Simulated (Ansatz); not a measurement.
# Converging the plane-wave cutoff: Fe2Si (P3m1, 6 atoms in the cell)

```
Fe2Si
1.0
    3.91164     0.00000     0.00000
   -1.95582     3.38758     0.00000
    0.00000     0.00000     4.83189
Fe Si
4 2
Direct
  0.33333   0.66667   0.68942
  0.66667   0.33333   0.32093
  0.00000   0.00000   0.50000
  0.00000   0.00000   0.00000
  0.66667   0.33333   0.81882
  0.33333   0.66667   0.18118
```
Moments meant for the start (each program seeds them in its own way; μB, in the order of the atoms Fe Fe Fe Fe Si Si): 4.0 4.0 4.0 4.0 0.0 0.0.

Level of theory: PBEsol, default PAW files made with PBE (plane waves; Ansatz, a first-principles code).

Base settings: basis.ecutwfc = 30.9 Ry; kpoints.mp_grid.grid = 5 5 3; hamiltonian.xc = pbesol; hamiltonian.pseudopotentials = {kind: paw} (the program's default PAW files); magnetization.spin_polarized = true; scf.occupations.method = fermi_dirac; scf.occupations.width = 0.0073 Ry.

The mesh stays at the base's, so the ladder's end is converged at best in this setting alone.

The first pressure column holds Ansatz's estimate of the finite-basis (Pulay) stress, which hides part of the cutoff error; the other is without it.

Only quantities that move along the ladder and can be compared are tabulated.

The magnetic state is not the same in all runs (site moments differ, or a search went on to a lower state), so steps between rows are not convergence errors alone.

The count of work is k-points × plane waves × bands × iterations; it is no time. 

The starting cell comes from a database of computed structures (which also holds hypothetical and non-ambient phases and stackings), without a prior relaxation at this level. Its lattice was rescaled by up to half a per cent. One atom was moved a little off its site on purpose. The magnetic order is the one reached from the typed start; others were not searched systematically. In the base run, with a pressure of about -6 GPa the cell is away from its equilibrium volume at this level. Without a gap this mesh is coarse (it stands for a supercell whose shortest vector is 14 Å).

Steps (basis.ecutwfc): 10.7 Ry; 12.5 Ry; 14 Ry; 15.4 Ry; 16.9 Ry; 18.4 Ry; 21.7 Ry; 24.6 Ry; 27.9 Ry; 30.9 Ry; 33.8 Ry; 37.1 Ry; 41.5 Ry; 46.3 Ry; 54 Ry; 61.7 Ry; 74.2 Ry.

### Question
What is the coarsest basis.ecutwfc that holds the forces within 0.02 eV/Å of the last step, with all finer ones?

### Answer
24.6 Ry, at 0.21 of the last step's count of work; the step before is off by 0.23 eV/Å.

### Question
What is the coarsest basis.ecutwfc that holds the pressure within 0.05 GPa of the last step, with all finer ones?

### Answer
30.9 Ry, at 0.27 of the last step's count of work; the step before is off by 0.11 GPa.

### Question
What is the coarsest basis.ecutwfc that holds the net moment within 0.05 μB/atom of the last step, with all finer ones?

### Answer
18.4 Ry, at 0.11 of the last step's count of work; the step before is off by 0.057 μB/atom.

```tsv
basis.ecutwfc	free energy less the last step's (meV/atom)	pressure (GPa)	pressure without the Pulay estimate (GPa)	largest difference of a force vector from the last step's (eV/Å)	net moment (μB/atom)	count of work / last
10.7 Ry	62615.80	12.01	-2987.78	16.039	0.000	0.050
12.5 Ry	28134.55	-75.45	-1533.28	5.807	0.000	0.086
14 Ry	14922.74	-25.66	-917.04	0.758	1.178	0.086
15.4 Ry	8153.83	14.31	-555.27	0.355	0.896	0.094
16.9 Ry	4069.73	11.04	-309.00	0.842	0.760	0.11
18.4 Ry	1977.98	2.91	-170.98	0.383	0.748	0.11
21.7 Ry	374.91	-3.20	-47.82	0.230	0.708	0.15
24.6 Ry	62.71	-4.94	-15.24	0.012	0.706	0.21
27.9 Ry	6.40	-5.71	-6.85	0.004	0.704	0.23
30.9 Ry	2.08	-5.80	-5.89	0.001	0.704	0.27
33.8 Ry	1.55	-5.81	-5.87	0.001	0.704	0.30
37.1 Ry	0.98	-5.81	-5.86	0.001	0.704	0.35
41.5 Ry	0.56	-5.81	-5.83	0.000	0.704	0.41
46.3 Ry	0.36	-5.82	-5.83	0.000	0.704	0.49
54 Ry	0.12	-5.82	-5.83	0.000	0.704	0.62
61.7 Ry	0.06	-5.82	-5.82	0.000	0.704	0.76
74.2 Ry	0.00	-5.82	-5.82	0.000	0.704	1.0
```

At the lowest cutoff the pressure without the Pulay estimate lies 2980 GPa under the last step's, the usual sign of Pulay stress in an incomplete plane-wave basis.

Keys are those of Ansatz 0.2.
